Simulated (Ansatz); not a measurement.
Start from ScAl₃ in the Cu3Au type structure (space group Pm-3m, No. 221; a = 4.072 Å; relaxed with 0.1 eV smearing). Axes: x, y, z lie along the cube axes.

Level of theory: PBEsol (Ansatz, a quantum-chemistry and plane-wave program, PAW, spin-orbit coupling left out).

Strains are applied to the cell and any free atomic positions relax.

One change was made to it. Results:

```csv
quantity,base,after
energy relative to the base (free energy F),0 meV/atom,+1.4 meV/atom
"pressure (mean of the normal stresses, compression positive)",0.0 GPa,-1.1 GPa
```

Problem. Name the change that was made.
A) uniaxial strain ε_zz = +1.20 %
B) uniaxial strain ε_zz = +1.80 %
C) uniaxial strain ε_zz = +2.40 %
D) uniaxial strain ε_zz = +3.00 %

Solution. A, uniaxial strain ε_zz = +1.20 %. For comparison, the energy relative to the base in the other runs: uniaxial strain ε_zz = +1.80 % gives +3.1 meV/atom; uniaxial strain ε_zz = +2.40 % gives +5.5 meV/atom; uniaxial strain ε_zz = +3.00 % gives +8.5 meV/atom.

No phonon test of stability was made. The final runs are not spin-polarised.
